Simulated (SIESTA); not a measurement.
Band structure of Tl₃Ga (Fm-3m, 4 atoms in the cell).

```
Tl3Ga
1.0
    0.00000     3.87739     3.87739
    3.87739     0.00000     3.87739
    3.87739     3.87739     0.00000
Tl Ga
3 1
Direct
  0.25000   0.25000   0.25000
  0.75000   0.75000   0.75000
  0.50000   0.50000   0.50000
  0.00000   0.00000   0.00000
```

Computed with GGA PBEsol, numerical atomic orbitals TZP, PseudoDojo PBEsol standard norm-conserving potentials (rewritten from UPF to PSML) in SIESTA 5.4.2.

Settings: XC.functional = GGA; XC.authors = PBEsol; potentials = PseudoDojo PBEsol standard; PAO.BasisSize = TZP; PAO.EnergyShift = 0.005 Ry; MeshCutoff = 400 Ry; kgrid.MonkhorstPack = 5 5 5; OccupationFunction = FD; ElectronicTemperature = 0.136 eV; MaxSCFIterations = 150; SCF.Mixer.Method = Pulay; SCF.Mixer.Weight = 0.1; SCF.Mixer.History = 8; SCF.DM.Tolerance = 1.0E-05.

The starting cell comes from a database of computed structures (which also holds hypothetical and non-ambient phases and stackings), without a prior relaxation at this level. Spin-orbit coupling is off. Values carry the incompleteness of an atom-centred basis.

Levels in eV from the Fermi level, bands 23 to 28:
| point | 23 | 24 | 25 | 26 | 27 | 28 |
|---|---|---|---|---|---|---|
| Γ | -3.78 | -1.46 | 0.84 | 0.84 | 0.84 | 0.84 |
| X | -4.88 | -4.48 | -2.35 | -2.35 | 3.61 | 3.80 |
| W | -6.10 | -5.51 | 0.17 | 0.17 | 0.19 | 0.19 |
| K | -6.04 | -4.41 | -1.95 | -0.14 | 1.73 | 1.78 |
| L | -3.73 | -3.59 | -0.05 | -0.05 | -0.02 | -0.02 |
| U | -6.04 | -4.41 | -1.95 | -0.14 | 1.73 | 1.78 |

Bands cross the Fermi level along this path, so the cell is metallic at this level.

Higher empty bands are left out: an atom-centred basis made for the valence describes them poorly.
